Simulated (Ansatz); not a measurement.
Candidates (primitive cells; geometry: cell and atoms relaxed with PBEsol):
A. AgCl (Fm-3m), a = b = c = 3.852 Å, α = β = γ = 60.00°
B. KMgF$_{3}$ (Pm-3m), a = b = c = 3.9913 Å, α = β = γ = 90.00°
C. K2Se (Fm-3m), a = 5.3810 Å, b = 5.3810 Å, c = 5.3810 Å, α = 60.00°, β = 60.00°, γ = 60.00°
D. La2O3 (P-3m1), a = b = 3.906 Å, c = 6.040 Å, α = β = 90.00°, γ = 120.00°

Q: Order them by electron conductivity mass (lowest first) at the level PBEsol, rigid bands (Ansatz, an electronic-structure program).

A: A (0.26 mₑ), C (0.33 mₑ), B (0.52 mₑ), D (1.69 mₑ)

Masses are for dilute carriers at 300 K, harmonic means over directions unless an axis is named. Spin-orbit coupling is left out.

Formula and space group known from diffraction (Crystallography Open Database), not checked to be the room-temperature form: K2Se (Fm-3m), KMgF3 (Pm-3m).
